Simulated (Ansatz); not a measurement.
A self-consistent single point of a (110) slab of InP (cut from a parent of space group no. 216; 8 atoms in the cell) with Ansatz (a first-principles code).

Computed with LDA (PW92), default PAW files made with PBE (plane waves; Ansatz).

```xyz
8
Lattice="5.8524 0.0000 0.0000 0.0000 4.1383 0.0000 0.0000 0.0000 20.2074" Properties=species:S:1:pos:R:3 pbc="T T T"
In     0.0000     1.0346     9.0691
In     2.9262     3.1037     7.0000
In     0.0000     1.0346    13.2074
In     2.9262     3.1037    11.1383
P      1.4631     1.0346     7.0000
P      4.3893     3.1037     9.0691
P      1.4631     1.0346    11.1383
P      4.3893     3.1037    13.2074
```

Reference input (self-consistent single point, DFT, LDA (PW92), plane waves, default PAW files made with PBE): basis.ecutwfc = 420 eV; kpoints.mp_grid.grid = 3 5 1; hamiltonian.xc = lda; hamiltonian.pseudopotentials = {kind: paw} (the program's default PAW files); scf.occupations.method = fermi_dirac; scf.occupations.width = 0.02 eV. This run's input differs from it in these lines:

Ansatz 0.2 input:
```diff
@@ -18,3 +18,3 @@
   mp_grid:
-    grid: [3, 5, 1]
+    grid: [5, 7, 1]
 hamiltonian:
```

Log, with long lists cut:

```
SCF iter   1: F=—  HF=-24730.737279 eV  |F-HF|=—  |Δ(HF+E_count)|=         —  Δρ=4.82e-3  dr2=1.30e-1  ethr=1.77e-3  ⟨swp⟩=10.9  Hψ=2722  notcnv=0
all-band conjugate gradients solve this SCF's bands
preconditioner: auto → Resta (q_TF=auto, 1.982 Å⁻¹)
SCF iter   2: F=—  HF=-24730.706858 eV  |F-HF|=—  |Δ(HF+E_count)|=   3.04e-2  Δρ=1.92e-3  dr2=2.96e-2  ethr=1.80e-4  ⟨swp⟩=4.4  Hψ=1238  notcnv=0  defer=26
   [... lines left out ...]
SCF iter   5: F=—  HF=-24730.701325 eV  |F-HF|=—  |Δ(HF+E_count)|=   2.47e-6  Δρ=6.88e-5  dr2=4.70e-5  ethr=4.64e-7  ⟨swp⟩=2.8  Hψ=923  notcnv=0  defer=26
SCF iter   6: F=—  HF=-24730.701382 eV  |F-HF|=—  |Δ(HF+E_count)|=   5.64e-5  Δρ=2.17e-5  dr2=3.62e-6  ethr=6.53e-8  ⟨swp⟩=2.6  Hψ=878  notcnv=0  defer=26
SCF iter   7: F=—  HF=-24730.701382 eV  |F-HF|=—  |Δ(HF+E_count)|=   3.60e-7  Δρ=5.77e-6  dr2=2.36e-7  ethr=5.03e-9  ⟨swp⟩=2.5  Hψ=796  notcnv=0  defer=26
SCF iter   8: F=-24730.701382 eV  HF=-24730.701382 eV  |F-HF|=3.30e-9  |Δ(HF+E_count)|=   8.49e-9  Δρ=1.37e-6  dr2=1.40e-8  ethr=1.39e-10  ⟨swp⟩=15.1  Hψ=2760  notcnv=0
SCF 1 converged in 8 iterations: F = -24730.701382 eV  dr2 = 1.40e-8
Free energy (F): -24730.701382 eV
Internal energy: -24730.701382 eV  (E = F + TS)
E sigma→0 (E₀):  -24730.701382 eV
Entropy (-TS):   -0.000000 eV (-0.000 meV/atom)
Fermi energy:    0.092178 eV
--- Forces (eV/Å), atoms counted from 1 ---
  atom   1  In     0.09262734     0.00000000    -0.06659017
  atom   2  In    -0.92824185     0.00000000     1.13996764
  atom   3  In    -0.92824185     0.00000000    -1.13996764
  atom   4  In     0.09262734     0.00000000     0.06659017
  atom   5  P      0.28413803    -0.00000000    -0.86875784
  atom   6  P      0.55147547    -0.00000000    -0.46434405
  atom   7  P      0.55147547    -0.00000000     0.46434405
  atom   8  P      0.28413803    -0.00000000     0.86875784
--- Stress (GPa, compression-positive) ---
       -1.147770       0.000000      -0.000000
        0.000000      -1.124728      -0.000000
       -0.000000      -0.000000      -0.191756
  P = ⅓ Tr σ = -0.8214 GPa (-8.214 kbar)
  The stress holds the Pulay correction. Without it, at fixed plane waves, as pw.x and ABINIT print it: P = -0.8359 GPa
```

The run converged in 8 iterations. Against the reference run the free energy falls by 3.7 meV/atom, the largest force moves little (1.475 to 1.470 eV/Å) and the gap on the mesh moves little (0.544 to 0.549 eV).

The starting cell has typed, rounded lattice constants, without a prior relaxation at this level. The slab is cut from that crystal, and its faces are unrelaxed. Its lattice was rescaled by up to half a per cent. Spin polarisation is off, though cut faces can carry moments; a gap of a slab can lie between surface states. Forces in this geometry exceed 1 eV/Å.

Cost on one core of a shared machine: roughly 30 s.
